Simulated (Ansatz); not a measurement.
BiVO4 (I4₁/a, No. 88, 12 atoms in the cell; start COD 9012062; high-temperature phase), treated with r²SCAN (plane waves, PAW; Ansatz, a quantum-chemistry and plane-wave program).

Settings: plane-wave cutoff 560 eV, 10×10×10 k mesh, Fermi–Dirac smearing 0.01 eV, no spin polarisation, scalar-relativistic PAW data made under PBE.

Cell (relaxed at this level):

BiVO₄ is taken in the tetragonal space group I4₁/a, origin choice 1 (No. 88), Pearson symbol tI24. Lattice parameters: a = 5.1211 Å, b = 5.1211 Å, c = 11.6213 Å, α = 90.00°, β = 90.00°, γ = 90.00°. Bi on 4a sees 8 O at 2.430–2.474 Å. V on 4b is surrounded by 4 O at 1.723 Å (tetrahedral). O on 16f is surrounded by 1 V at 1.723 Å and 2 Bi at 2.430–2.474 Å (trigonal planar). (Neighbours: up to the widest gap in distance over summed covalent radii, below 1.35, at either atom; cation-cation and far metal-metal contacts left out.)
(The calculation used a cell of 12 atoms; values per cell refer to that cell.)

Question: Predict the band gap, smallest direct gap on the k points sampled and direct gap at Γ.

Answer: 
- band gap = 2.42 eV
- smallest direct gap on the k points sampled = 2.52 eV
- direct gap at Γ = 3.24 eV

Note: held by symmetry at 0 K, a high-temperature phase can be a saddle point.

Spin–orbit coupling is not included; with these elements it can move the gap by several tenths of an eV or more.

Static lattice: no zero-point or thermal effects.

The result took very roughly 7 core-minutes.
